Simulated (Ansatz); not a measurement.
Base system: HfN in the rock salt structure (space group Fm-3m, No. 225; a = 4.526 Å). Axes: x, y, z lie along the cube axes.

The values are results of r2SCAN, PAW, 500 eV (Ansatz, a first-principles code; no spin-orbit coupling), earlier PAW set, not measurements.

Before the change:

```
Property                        Result
-----------------------------  -------
Shortest interatomic distance  2.263 Å
```

It is then changed as follows: a free-standing slab of 7 layers (14 atoms, 2 a layer) is cut normal to the z axis, with 15 Å of vacuum and the in-plane cell held at bulk.

### Question
What does the calculation give for the change of the spacing d23 from its bulk value of 2.263 Å, change of the spacing d12 from its bulk value of 2.263 Å, excess energy per area of both faces and shortest interatomic distance after the change?

### Answer
The change of the spacing d23 from its bulk value of 2.263 Å amounts to 0.0 %; the change of the spacing d12 from its bulk value of 2.263 Å amounts to -1.0 %; the excess energy per area of both faces (slab less bulk energy over the cell's area: twice a surface energy) is 3.3 J/m² (uncertain by up to 0.2 J/m²); the shortest interatomic distance falls by 0.130 Å, from 2.263 Å to 2.133 Å.

The excess energy carries the mismatch between the slab's and the bulk's meshes. No phonon test of stability was made. The final runs are not spin-polarised. An odd electron count without spin: HfN.
